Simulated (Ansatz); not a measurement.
LaH3, response to strain

Base system: LaH$_{3}$ (space group Fm-3m, No. 225; a = 5.501 Å; a cell from a computed database, its experimental status unchecked). Axes: x, y, z lie along the cube axes.

Strains are applied to the cell and any free atomic positions relax; under biaxial strain the out-of-plane vector relaxes too.

Computed with Ansatz (a quantum-chemistry and plane-wave program), PBEsol, PAW, cutoff 420 eV, no SOC.

Notes on the quantities. pressure: mean of the normal stresses, compression positive; energy relative to the base: free energy F.

| change | pressure | shortest interatomic distance | energy relative to the base |
|---|---|---|---|
| base | 0.0 GPa | 2.382 Å | 0 meV/atom |
| biaxial strain −1.16 %, plane normal [001], relaxed out of plane | (withheld) | 2.381 Å | +0.2 meV/atom |
| uniaxial strain ε_yy = −0.74 % | (withheld) | 2.376 Å | +0.2 meV/atom |
| uniaxial strain ε_zz = −3.63 % | 3.4 GPa | (withheld) | (withheld) |

Task: Fill in the withheld entries from the trend.

Result: 
- biaxial strain −1.16 %, plane normal [001], relaxed out of plane, pressure: 0.2 GPa
- uniaxial strain ε_yy = −0.74 %, pressure: 0.6 GPa
- uniaxial strain ε_zz = −3.63 %, shortest interatomic distance: 2.354 Å
- uniaxial strain ε_zz = −3.63 %, energy relative to the base: +4.3 meV/atom

The mesh was chosen for an insulator and is coarse for the gapless case. No phonon test of stability was made. The final runs are not spin-polarised.
